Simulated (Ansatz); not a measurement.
Ge on the Si site (broken-bond start) in metastable alpha cristobalite (start: the Si site; started 0.95 Å off site, one bond broken; 96-site cell, 2×2×2 shifted sampling). Method: PBE, PAW (plane waves to 420 eV; Ansatz, a quantum-chemistry and plane-wave program). Total energies of the localised charge states, counted from that of charge 0, and their image corrections (point charge with alignment); the host's valence-band maximum lies at 0.895 eV on the cells' energy zero and its gap is 5.51 eV.

| charge | moment (μB) | E − E(first) (eV) | correction (eV) |
|---|---|---|---|
| 0 | not spin-polarised | 0.000 | 0.000 |
| −1 | 1.0 | 5.772 | 0.334 |

Question: Derive the transition levels above the valence-band maximum and say which of them are thermodynamic.

Answer: A level is the Fermi energy at which two charges have equal formation energy: ε(q/q′) = [E(q′) + corr(q′) − E(q) − corr(q)] / (q − q′) − E_VBM.
ε(0/−1) = [(5.772 + 0.334) − (0.000 + 0.000)] / 1 − 0.895 = 5.21 eV
Thermodynamic levels at least 0.1 eV inside the gap: (0/−1) at 5.21 eV. They hold to tenths of an eV in this cell. Charges with a result: 0, −1. Others weren't obtained, and one of them could lie lower, also by skipping a charge. The geometries come from one start. Flagged in the runs: a host whose relaxation on this sampling wasn't shown to rest, a strain field that reaches the edge of the cell.
